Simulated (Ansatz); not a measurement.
Smallest direct gap on the k points sampled of CaScHO2 (model structure, started from the SrVO2H type, P4/mmm, No. 123, 5 atoms in the cell) at several levels of theory

No measured value is used here.

```
level (code)     value (eV)
---------------  ----------
LDA (Ansatz)           2.35
PBE (Ansatz)           2.63
r²SCAN (Ansatz)        3.15
HSE06 (Ansatz)         4.07
PBE0 (Ansatz)          4.79
```

At these levels the smallest gap is indirect and lower: LDA 1.91, PBE 2.19, r²SCAN 2.70, HSE06 3.56, PBE0 4.29 eV. Computed values are for a static lattice.  Values are at the PBEsol cell. Cutoffs and k meshes differ between the levels. Ansatz's density-functional and Hartree–Fock values are scalar-relativistic unless marked +SOC, with PAW data made under PBE.

A model structure was made by putting elements into a prototype or built by hand; it is no filed structure, need not be a known phase, and can be a saddle point held by its symmetry.

Ansatz is a quantum-chemistry and plane-wave program.
